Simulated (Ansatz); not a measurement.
The starting structures come from a database of crystals and need not be the phases stable at ambient conditions.

 Where the default PAW files enter, the runs use the earlier of Ansatz's two default sets.

Input:

```xyz
8
Lattice="4.2635 0.0000 0.0000 0.0000 4.7700 0.0000 0.0000 0.0000 2.8615" Properties=species:S:1:pos:R:3 pbc="T T T"
Al     3.0853     2.4273     1.4308
Al     1.1782     0.0424     0.0000
H      3.4342     0.1099     1.4308
H      0.8293     2.4949     0.0000
O      2.1210     1.6753     0.0000
O      2.1425     4.0603     1.4308
O      4.2595     3.1074     0.0000
O      0.0040     0.7224     1.4308
```

Space group of this cell: Pmn2_1. The cell is taken as given; by PBEsol its mean pressure is -4.8 GPa.

Transport runs along the normal of the first two printed cell vectors.

No gap correction and no spin-orbit coupling; mid-gap values are interpolated between computed energies.

Q: Give the band gap and the smallest decay constant κ at mid-gap that PBEsol (Ansatz, a program for electronic structure) yields.

A: Gap 5.56 eV on a 8×6×10 mesh; κ = 0.375 1/Å, at the zone centre.
